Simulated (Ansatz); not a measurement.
This Ansatz (an electronic-structure program) input is the reference run, SiC in the zinc blende structure (space group F-43m, No. 216), computed with LDA (Ansatz; PAW; 420 eV plane waves; without spin-orbit coupling):

Ansatz 0.2 input:
```yaml
crystal:
  lattice:
    - [0, 2.1644923784, 2.1644923784]
    - [2.1644923784, 0, 2.1644923784]
    - [2.1644923784, 2.1644923784, 0]
  atoms:
    - { symbol: Si, position: [0, 0, 0] }
    - { symbol: C, position: [0.25, 0.25, 0.25] }
basis: { ecutwfc: 420, ecutrho_ratio: 4, xc_grid: 2, fft_grid_basis: typed }
kpoints: { mp_grid: { grid: [13, 13, 13] } }
hamiltonian:
  xc: lda
  dispersion: none
  pseudopotentials: { kind: paw }
scf: { occupations: { method: fermi_dirac, width: 0.05 }, convergence: { dr2_threshold: 0.0000000002 } }
output: { forces: true, stress: true }
checkpoint: { write: state.ck, write_every: 1000 }
```

Q: Write the input for this change: the cell is compressed by 0.50 % along z with no lateral relaxation, atoms relaxed at fixed cell.

A: 
Ansatz 0.2 input:
```yaml
crystal:
  lattice:
    - [0, 2.1644923784, 2.1536699165]
    - [2.1644923784, 0, 2.1536699165]
    - [2.1644923784, 2.1644923784, 0]
  atoms:
    - { symbol: Si, position: [0, 0, 0] }
    - { symbol: C, position: [0.25, 0.25, 0.25] }
basis: { ecutwfc: 420, ecutrho_ratio: 4, xc_grid: 2, fft_grid_basis: typed }
kpoints: { mp_grid: { grid: [13, 13, 13] } }
hamiltonian:
  xc: lda
  dispersion: none
  pseudopotentials: { kind: paw }
scf: { occupations: { method: fermi_dirac, width: 0.05 }, convergence: { dr2_threshold: 0.0000000002 } }
relax: { f_tol: 0.005, max_steps: 50 }
output: { forces: true, stress: true }
checkpoint: { write: state.ck, write_every: 1000 }
```
This is the input that was run.

The cells carry an imposed strain or load. Stability against distortions was not tested.
